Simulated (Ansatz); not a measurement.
# Short convergence ladders for CsPbBr₃ (Pm-3m, 5 atoms in the cell)

```
CELL_PARAMETERS angstrom
      5.84065     0.00000     0.00000
      0.00000     5.84065     0.00000
      0.00000     0.00000     5.84065
ATOMIC_POSITIONS crystal
  Cs 0.00000 0.00000 0.00000
  Pb 0.50000 0.50000 0.50000
  Br 0.50000 0.00000 0.50000
  Br 0.00000 0.50000 0.50000
  Br 0.50000 0.50000 0.00000
```

Base method: LDA (PW92), default PAW files made with PBE (plane waves; Ansatz, a program for electronic structure).

Base settings: basis.ecutwfc = 420 eV; kpoints.mp_grid.grid = 4 4 4; hamiltonian.xc = lda; hamiltonian.pseudopotentials = {kind: paw} (the program's default PAW files); scf.occupations.method = fermi_dirac; scf.occupations.width = 0.01 eV.

The count of work is k-points × plane waves × bands × iterations; it is no time. Core times come from one kind of shared machine, to one figure; runs under 30 s give none.

**Zone-centre phonons against the mesh**

In this ladder: scf.occupations.method = fixed; scf.occupations.width = default; phonons.method = dfpt; phonons.dielectric = true; phonons.rigid_motions = translations.

Frequencies are those of the unrelaxed cell, without the LO-TO term of polar crystals.

Only quantities that move along the ladder and can be compared are tabulated.

```csv
kpoints.mp_grid.grid,highest zone-centre frequency (cm⁻¹),lowest optical frequency (cm⁻¹),core time / last (rough)
2 2 2,39.1,-12.2,0.07
3 3 3,109.8,-21.1,0.06
5 5 5,102.4,13.1,0.1
6 6 6,100.2,-6.1,0.2
7 7 7,101.2,7.5,0.5
9 9 9,101.0,5.9,1
```

Coarsest kpoints.mp_grid.grid that holds the lowest optical frequency within 10 cm⁻¹ of the last step, with all finer ones: 7 7 7; the step before is off by 12 cm⁻¹.

Coarsest kpoints.mp_grid.grid that holds the highest zone-centre frequency within 10 cm⁻¹ of the last step, with all finer ones: 3 3 3, at about 0.06 of the last step's time; the step before is off by 62 cm⁻¹.

**The size of the supercell around a displaced atom**

On CsPbBr₃ (Pm-3m, 10 atoms in the cell), and larger cells.

Steps: 2 x 1 x 1 supercell, one Br atom moved by 0.02 angstrom along z; 2 x 2 x 1 supercell, one Br atom moved by 0.02 angstrom along z; and so on, with the mesh thinned in proportion.

Only quantities that move along the ladder and can be compared are tabulated.

```csv
atoms,largest change of a force by the displacement (eV/Å),count of work / last
10,0.0429,0.16
20,0.0431,0.38
40,0.0930,1.0
```

Smallest size that holds the largest change of a force by the displacement within 0.005 eV/Å: not settled: the last two steps still differ by 0.050 eV/Å, over half the tolerance, so the ladder does not show it.

On the base run: the starting cell has typed, rounded lattice constants, without a prior relaxation at this level. Its lattice was rescaled by up to half a per cent.

Left out of this page: 3 runs of the series stopped by limits of time or memory.

Keys are those of Ansatz 0.2.
